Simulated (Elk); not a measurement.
Band structure of GaBi (F-43m, 2 atoms in the cell).

```
CELL_PARAMETERS angstrom
      0.00000     3.18267     3.18267
      3.18267     0.00000     3.18267
      3.18267     3.18267     0.00000
ATOMIC_POSITIONS crystal
  Ga 0.25000 0.25000 0.25000
  Bi 0.00000 0.00000 0.00000
```

Method of the run: LDA (PW92), all-electron FP-LAPW, Elk's shipped species files, APW+lo basis with extra local orbitals in Elk.

Settings: rgkmax = 8; stype = 0; swidth = 0.00734986 Ha; ngridk = 12 12 12; gmaxvr = 16 1/bohr; nxlo = 2; lorbcnd = true; rmtscf = 0.94; lmaxi = 2; maxscl = 100.

The starting cell comes from a database of computed structures (which also holds hypothetical and non-ambient phases and stackings), without a prior relaxation at this level. Spin-orbit coupling is off. Values depend on the basis (sphere radii, cutoffs, local orbitals), which need not be converged.

Levels in eV from the Fermi level, bands 11 to 18:
```tsv
point	11	12	13	14	15	16	17	18
Γ	-12.20	-1.91	0.14	0.14	0.14	2.80	2.80	2.80
X	-10.60	-6.57	-2.30	-2.30	0.94	1.09	8.09	8.09
W	-10.58	-6.46	-3.01	-2.77	3.40	3.58	4.36	4.69
K	-10.63	-6.44	-3.24	-1.93	1.26	3.59	5.95	6.50
L	-11.06	-6.23	-0.97	-0.97	-0.34	3.81	3.81	6.03
U	-10.63	-6.44	-3.24	-1.93	1.26	3.59	5.95	6.50
```

Bands cross the Fermi level along this path, so the cell is metallic at this level.
